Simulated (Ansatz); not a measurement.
Cells marked so need not be the phases stable at ambient conditions, and some may be hypothetical.

 Where the default PAW files enter, the runs use the earlier of Ansatz's two default sets.

The gap is the functional's own, uncorrected, and κ follows it; spin-orbit coupling is left out. Mid-gap values are interpolated between the computed energies.

A. SrHfN$_{2}$ (R-3m, not sure to be the ambient phase, 4 atoms a cell, 14.4 Å³ an atom, -2 GPa at this level), along the normal of (110)
B. KTlO₂ (R-3m, not sure to be the ambient phase, 4 atoms a cell, 15.8 Å³ an atom), along the normal of (110)
C. LaGaO3 (R3c, not sure to be the ambient phase, 10 atoms a cell, 12.2 Å³ an atom, -5 GPa at this level), along the normal of (101)
D. Ba₂CaMoO₆ (Fm-3m, not sure to be the ambient phase, 10 atoms a cell, 15.4 Å³ an atom, -6 GPa at this level), along the normal of (110)

### Question
Order them by mid-gap decay constant of the slowest evanescent state (lowest first) at the level r2SCAN (Ansatz, an electronic-structure program).

### Answer
A (0.12 1/Å), B (0.20 1/Å), D (0.32 1/Å), C (0.38 1/Å)
